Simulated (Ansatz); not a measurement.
Structures of equal composition on the (111)B surface of zinc-blende GaAs (As plane on top): 2x2 Si adatom at H3; 2x2 Si adatom at T4. The slabs share one bottom face, and each structure is named by its start. These are constructed structures in small cells; real faces may alloy, dewet or reconstruct in larger ones, and not all known structures of the face are among them. Slabs of about 14 Å, Fermi-Dirac smearing of 0.025 eV. Bottom of the slabs: H caps. Relaxed from the named starts with such symmetry as they have, on meshes of like density; energies extrapolated to zero smearing; spin only where a row says so; no spin-orbit coupling, no U. Brackets mark spin-polarised runs, whose order is one that fits the cell. Where a second, spin-polarised start was run, the lower counts.

The numbers are results of r2SCAN, at the PBE geometry (plane waves to 500 eV, PAW; Ansatz, a first-principles code), not measurements.

Q: Rank these by energy per 1x1 cell (lowest first), as r2SCAN, at the PBE geometry gives it.

A: 2x2 Si adatom at T4 (0.000 eV [spin, 1.0 μB a cell], gap 0.29 eV on the mesh), 2x2 Si adatom at H3 (0.061 eV [spin, 0.6 μB a cell], no gap on the mesh)
